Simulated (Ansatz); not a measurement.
Input and output of a self-consistent single point for LaH3 (I4/mmm, 4 atoms in the cell) (Ansatz, a first-principles code)

Level of theory: LDA (PW92), default PAW files made with PBE (plane waves; Ansatz).

This input was run:

Ansatz 0.2 input:
```yaml
# LaH3
crystal:
  lattice:
    - [-1.867685, 1.867685, 3.040581]
    - [1.867685, -1.867685, 3.040581]
    - [1.867685, 1.867685, -3.040581]
  atoms:
    - { symbol: La, position: [0.000000, 0.000000, 0.000000] }
    - { symbol: H, position: [0.750000, 0.250000, 0.500000] }
    - { symbol: H, position: [0.250000, 0.750000, 0.500000] }
    - { symbol: H, position: [0.500000, 0.500000, 0.000000] }
basis:
  ecutwfc: 420.0 eV
kpoints:
  mp_grid: { grid: [9, 9, 9] }
hamiltonian:
  xc: lda
  pseudopotentials: { kind: paw }
scf:
  occupations: { method: fermi_dirac, width: 0.02 eV }
output:
  forces: true
  eigenvalues: true
  stress: true
```

The program printed (abridged):

```
WARN ansatz: RAYON_NUM_THREADS=1 ignored (pool sized by the plan → 1); use --threads N
Pseudopotentials: kind: paw
Pseudopotential: La, paw, valence charge 11
Pseudopotential: H, paw, valence charge 1
Crystal: 4 atoms, lattice volume = 42.425 Å³
Basis set: ecut = 420 eV, 815 PW (Γ)
Bands: 11, of which v1, the nominal top of the filled ones, is band 7 counted from 1 (6 counted from 0)
Symmetry: 16 space group operations
Space group: I4/mmm (ITA 139), of the structure as read, at distance tolerance 3.5e-5 Å
k-points: 75 of 729
PAW frozen core: La, regenerated for the run's functional, and the local potential with it
Initial density: superposition of atomic densities (neutral atoms: chi_scale 0, normalization atom), corrected by the library's trained network
Initial wavefunctions: pseudopotential atomic-orbital guess
Eigensolver: davidson
Functional: x = slater, c = lda
SCF iter   1: F=—  HF=-6125.548838 eV  |F-HF|=—  |Δ(HF+E_count)|=         —  Δρ=1.28e-2  dr2=6.01e-2  ethr=1.77e-3  ⟨swp⟩=4.1  Hψ=4212  notcnv=0
all-band conjugate gradients solve this SCF's bands
preconditioner: auto → none
SCF iter   2: F=—  HF=-6125.530388 eV  |F-HF|=—  |Δ(HF+E_count)|=   1.85e-2  Δρ=2.90e-3  dr2=3.07e-3  ethr=4.29e-4  ⟨swp⟩=2.7  Hψ=2047  notcnv=0
SCF iter   3: F=—  HF=-6125.529400 eV  |F-HF|=—  |Δ(HF+E_count)|=   9.88e-4  Δρ=1.44e-3  dr2=4.27e-4  ethr=2.19e-5  ⟨swp⟩=2.9  Hψ=1706  notcnv=0
SCF iter   4: F=—  HF=-6125.529317 eV  |F-HF|=—  |Δ(HF+E_count)|=   8.27e-5  Δρ=2.47e-4  dr2=9.32e-6  ethr=3.05e-6  ⟨swp⟩=2.1  Hψ=959  notcnv=0
SCF iter   5: F=—  HF=-6125.529317 eV  |F-HF|=—  |Δ(HF+E_count)|=   3.30e-7  Δρ=2.48e-5  dr2=1.23e-7  ethr=6.66e-8  ⟨swp⟩=2.0  Hψ=921  notcnv=0
SCF iter   6: F=-6125.529317 eV  HF=-6125.529317 eV  |F-HF|=1.24e-10  |Δ(HF+E_count)|=   3.38e-9  Δρ=3.32e-6  dr2=1.97e-9  ethr=7.14e-10  ⟨swp⟩=5.2  Hψ=4089  notcnv=0
SCF 1 converged in 6 iterations: F = -6125.529317 eV  dr2 = 1.97e-9
SCF converged after 6 iterations
Free energy (F): -6125.529317 eV
Harris-Foulkes:  -6125.529317 eV  (|F-HF|=1.24e-10)
Internal energy: -6125.529314 eV  (E = F + TS)
E sigma→0 (E₀):  -6125.529316 eV
Entropy (-TS):   -0.000003 eV (-0.001 meV/atom)
Fermi energy:    10.087263 eV
--- Per-component energies (eV) ---
  E_band       = -46.160986
  E_kinetic    = 231.372608
  E_local      = -324.645820  (includes V_loc(G=0)·N_el)
  E_nonlocal   = 103.899914
  E_hartree    = 97.699814
  E_xc         = -165.254431
  E_vxc        = -182.518844  (∫ρ·V_xc dr)
  E_paw        = -5245.912369  (= ΣΔE_a)
  E_vpaw       = -69.665439  (= ΣTr[D̂ρ^β])
  E_aug_tail   = -0.003378  (compensation charges beyond the density's cutoff)
  E_ewald      = -823.008370
  E_core_change = 0.322716  (= ΣΔE_core)
  E_smearing   = -0.000003  (= −TS)
  E_closure    = -0.000000  (closes the sum)
  Σ components = -6125.529317   (vs F -6125.529317, Δ=0.00e0)
--- Forces (eV/Å), atoms counted from 1 ---
  atom   1  La     0.00000000     0.00000000     0.00000000
   [... zero for the other atoms too ...]
  max |Σ_I F_I| component: 2.17e-19 eV/Å
--- Stress (GPa, compression-positive) ---
       -2.788373       0.000000       0.000000
        0.000000      -2.788373      -0.000000
        0.000000       0.000000      -3.909086
  P = ⅓ Tr σ = -3.1619 GPa (-31.619 kbar)
  The stress holds the Pulay correction. Without it, at fixed plane waves, as pw.x and ABINIT print it: P = -3.2723 GPa
--- Band table (eV; the first three rows and the last of 75) ---
  k-point 0: bands = ["-22.7259", "-5.9349", "-5.8508", "-5.8508", "2.5520", "7.8483", "9.9733", "10.2833", "11.3426", "11.3426", "11.5977"]
  k-point 1: bands = ["-22.7006", "-6.0433", "-5.9659", "-5.9303", "3.0188", "7.2182", "9.7995", "10.5826", "11.1479", "11.7271", "11.7624"]
  k-point 2: bands = ["-22.6361", "-6.4551", "-6.1247", "-6.0444", "4.1204", "6.1733", "8.6952", "11.1556", "11.2887", "11.8074", "12.0044"]
  k-point 74: bands = ["-22.5862", "-7.0350", "-6.2117", "-6.0754", "5.2831", "5.7279", "7.0742", "11.7958", "11.8779", "12.0512", "12.0567"]
```

The run converged in 6 iterations.

The starting cell comes from a database of computed structures (which also holds hypothetical and non-ambient phases and stackings), without a prior relaxation at this level. Its lattice was rescaled by up to half a per cent. With a pressure of about -3 GPa the cell is away from its equilibrium volume at this level. Ansatz's pressure includes its estimate of the finite-basis (Pulay) stress.
